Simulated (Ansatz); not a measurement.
Effect of biaxial strain −0.50 %, plane normal [001], relaxed out of plane on HfO2

Base system: HfO$_{2}$ in the fluorite structure (space group Fm-3m, No. 225; a = 5.0438 Å). Axes: x, y, z lie along the cube axes.

The change: compressive biaxial strain of 0.50 % in the plane normal to [001], as in epitaxy on a mismatched substrate; the out-of-plane cell vector and the atoms relax.

Level of theory: PBEsol/PAW in Ansatz (a first-principles code), spin-orbit coupling left out. Settings: 11×11×11 k-points, 0.05 eV Fermi–Dirac smearing.

```csv
quantity,base,changed,shift
volume per atom,10.69 Å³,10.61 Å³,-0.086 Å³
shortest interatomic distance,2.184 Å,2.178 Å,-0.006 Å
energy relative to the base (free energy F),0 meV/atom,+1.1 meV/atom,+1.1 meV/atom
"pressure (mean of the normal stresses, compression positive)",0.00 GPa,2.18 GPa,+2.18 GPa
band gap,3.69 eV,3.68 eV,-0.01 eV
gap character,–,direct at X,–
electron mass,"1.1 mₑ along k, 0.70 mₑ across (at X)","1.1 mₑ along k, 0.70 mₑ across (at X)",–
out-of-plane strain,–,+0.19 %,–
mean in-plane stress (compression positive),–,+3.3 GPa,–
```

Cost of the whole job for the changed cell (relaxation, final SCF and bands): very roughly 30 core-seconds.

With Hf present, leaving out spin-orbit coupling can change the band edges. Masses are band curvatures over ±0.01 Å⁻¹ around the edge. Along k means along the line from Γ to the band edge. Whether these cells are dynamically stable was not tested. This is not the structure that HfO2 has at room temperature and ambient pressure. k-point labels follow each cell's own Brillouin zone.
